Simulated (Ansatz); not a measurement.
System: TiAs (P6₃/mmc, No. 194). Method: PBEsol-D3(BJ) (Ansatz, a first-principles code, plane waves, PAW).

Numerical settings: plane-wave cutoff 520 eV, 18×18×6 k mesh (along the axes of the cell as run), Fermi–Dirac smearing 0.05 eV, no spin polarisation, scalar-relativistic PAW data made under PBE.

Properties against volume:

Shape and atoms are relaxed at each volume.

```tsv
V (Å³/atom)	P (GPa)	c (Å)	a (Å)
15.455	6.31	11.714	3.491
15.777	2.99	11.774	3.518
16.098	0.00	11.834	3.545
16.420	-2.70	11.895	3.571
16.742	-5.13	11.955	3.597
```

Note: the volume lies 9 % below that of the published cell; the bulk modulus comes from volumes at which shape and atoms were relaxed.
